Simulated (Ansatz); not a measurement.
## What isotropic strain −1.20 % does to SnO

Base system: SnO (space group P4/nmm, No. 129; a = 3.837 Å, c = 4.759 Å; layered, stacked along the Cartesian z axis).

Now apply this change: every lattice vector is shortened by 1.20 %; the atoms relax in the strained cell.

Computed with Ansatz (a first-principles code), PBE-D3(BJ), PAW, cutoff 420 eV, spin-orbit coupling left out. Settings: 12×12×10 k-points, 0.05 eV Fermi–Dirac smearing.

```csv
quantity,base,changed,shift
volume per atom,17.52 Å³,16.89 Å³,-0.623 Å³
energy relative to the base (free energy F),0 meV/atom,+3.6 meV/atom,+3.6 meV/atom
"pressure (mean of the normal stresses, compression positive)",0.0 GPa,1.9 GPa,+1.9 GPa
band gap,zero,zero,–
largest internal atomic displacement,–,0.026 Å,–
```

Final structure:

```yaml
crystal:
  lattice:
    - [3.79105, 0.00000, 0.00000]
    - [0.00000, 3.79105, 0.00000]
    - [0.00000, 0.00000, 4.70171]
  atoms:
    - { symbol: Sn, position: [0.50000, 0.00000, 0.75111] }
    - { symbol: Sn, position: [0.00000, 0.50000, 0.24889] }
    - { symbol: O, position: [0.50000, 0.50000, 0.00000] }
    - { symbol: O, position: [0.00000, 0.00000, 0.00000] }
```

No phonon test of stability was made. The final runs are not spin-polarised. The zero or small gap of SnO can change with the level of theory.
